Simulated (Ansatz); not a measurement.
Cost and result by functional for the surface energy of the (121) surface of alpha gallium in its 1x1 cell, outermost plane spacing 0.31 Å in the ideal cut, in Ansatz (plane waves, PAW). Single points on the PBE structure, on one kind of machine; costs are rough ratios of the slab run's core time (references not counted) to the cheapest single point. r2SCAN's cost holds its higher cutoff (500 against 420 eV). Differences are taken against r2SCAN for comparison alone: no measured value is at hand, so the table doesn't rank accuracy.

Set-up: 36 atoms, 10.7 Å thick at the start; mesh 6x4x1; 0.1 eV smearing; dipole correction on; all atoms relaxed; start symmetry kept, larger cells not searched; no spin, no spin-orbit, no U. These notes are the PBE run's.

```
functional                     relative cost  surface energy (J/m²)  less r2SCAN (J/m²)
-----------------------------  -------------  ---------------------  ------------------
LDA                                        1                   0.89                0.01
RPBE                                       1                   0.46               -0.42
PBEsol                                     1                   0.79               -0.10
r2SCAN                                     2                   0.88                0.00
PBE (the relaxed run's value)              –                   0.60               -0.28
```

The values span 0.43 J/m², while the single points' costs differ by a factor of roughly 2. Differences are of unrounded values.

Ansatz is a first-principles code.
